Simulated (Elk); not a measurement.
Worked example: self-consistent single point of CoH (Fm-3m, 2 atoms in the cell) in Elk.

Method of the run: PBEsol, all-electron FP-LAPW, Elk's shipped species files, default APW+lo basis (Elk).

The change in words: lattice scaled by 0.98. Reference geometry:
```yaml
crystal:
  lattice:
    - [0.00000, 1.84296, 1.84296]
    - [1.84296, 0.00000, 1.84296]
    - [1.84296, 1.84296, 0.00000]
  atoms:
    - { symbol: Co, position: [0.00000, 0.00000, 0.00000], spin: 3.0 }
    - { symbol: H, position: [0.50000, 0.50000, 0.50000] }
```
(The spins are starting values, not results.)

Reference input (self-consistent single point, DFT, PBEsol, all-electron FP-LAPW, Elk's shipped species files, default APW+lo basis): xctype = 22; spinpol = true; stype = 0; swidth = 0.00734986 Ha; ngridk = 15 15 15; reducebf = 0.5; rmtscf = 0.85; nempty = 8 per atom; maxscl = 100; bfcmt = [[0.0, 0.0, -0.75], [0.0, 0.0, 0.0]]. This run's input differs from it in these lines:

```diff
@@ -31,5 +31,5 @@
 avec
-    0.0000000000    1.8429600000    1.8429600000
-    1.8429600000    0.0000000000    1.8429600000
-    1.8429600000    1.8429600000    0.0000000000
+    0.0000000000    1.8061010000    1.8061010000
+    1.8061010000    0.0000000000    1.8061010000
+    1.8061010000    1.8061010000    0.0000000000
```

Output (repeated stretches shortened):

```
│ Self-consistent loop started │
│ Loop number : 1 │
 total energy                :     -1392.57094237
 total moment                :    1.660468999
│ Loop number : 2 │
 total energy                :     -1392.69980606
 total moment                :    1.657299488
RMS change in Kohn-Sham potential (target) :    160.6078306     (  0.1000000000E-05)
Absolute change in total energy (target)   :   0.1288636937     (  0.1000000000E-03)
│ Loop number : 3 │
 total energy                :     -1391.85086888
 total moment                :    1.495053582
RMS change in Kohn-Sham potential (target) :    130.3653341     (  0.1000000000E-05)
   [... lines left out ...]
│ Loop number : 27 │
 total energy                :     -1392.87157755
 total moment                :    1.093257310
RMS change in Kohn-Sham potential (target) :   0.2744870303E-05 (  0.1000000000E-05)
Absolute change in total energy (target)   :   0.2263714123E-06 (  0.1000000000E-03)
│ Loop number : 28 │
 total energy                :     -1392.87157736
 total moment                :    1.093256489
RMS change in Kohn-Sham potential (target) :   0.3891804068E-06 (  0.1000000000E-05)
Absolute change in total energy (target)   :   0.1385496944E-06 (  0.1000000000E-03)
Convergence targets achieved

│ Loop number : 29 │

Energies :
 Fermi                       :     0.406017418160
 xc effective B-field        :    -0.286102722282E-01
 external B-field            :      0.00000000000
 total energy                :     -1392.87157733
 (external B-field energy excluded from total)

Density of states at Fermi energy :    32.49945553
 (states/Hartree/unit cell)

Estimated indirect band gap :   0.1522660591E-04
 from k-point      6 to k-point      6
Estimated direct band gap   :   0.1522660591E-04
 at k-point      6

Charges :
 core                        :    12.00000000
 valence                     :    16.00000000
 interstitial                :    1.852294175
 muffin-tins (core leakage)
  species :    1 (Co)
   atom    1                 :    25.49182603     (  0.3083598467E-02)
  species :    2 (H)
   [... lines left out ...]
 total charge                :    28.00000000
 error                       :   0.1409573153E-02

Moments :
 interstitial                :  -0.3870319444E-01
 muffin-tins
  species :    1 (Co)
   atom    1                 :    1.143689730
  species :    2 (H)
   atom    1                 :  -0.1173003442E-01
 total in muffin-tins        :    1.131959695
 total moment                :    1.093256501

│ Self-consistent loop stopped │
```

The run converged in 29 iterations. The count includes the last loop, which Elk runs after its targets are met. Against the reference run the total energy goes up by 2.1 meV/atom and the size of the net moment goes from 0.58 to 0.55 μB/atom.

The starting cell comes from a database of computed structures (which also holds hypothetical and non-ambient phases and stackings), without a prior relaxation at this level. For this run, on top of that: lattice scaled by 0.98. With one magnetic atom in the cell only a parallel order is possible. Values depend on the basis (sphere radii, cutoffs, local orbitals), which need not be converged. The log's line on a gap gives a spacing of levels on this mesh, which the program prints for metals too.

Cost on one core of a shared machine: roughly 70 s.
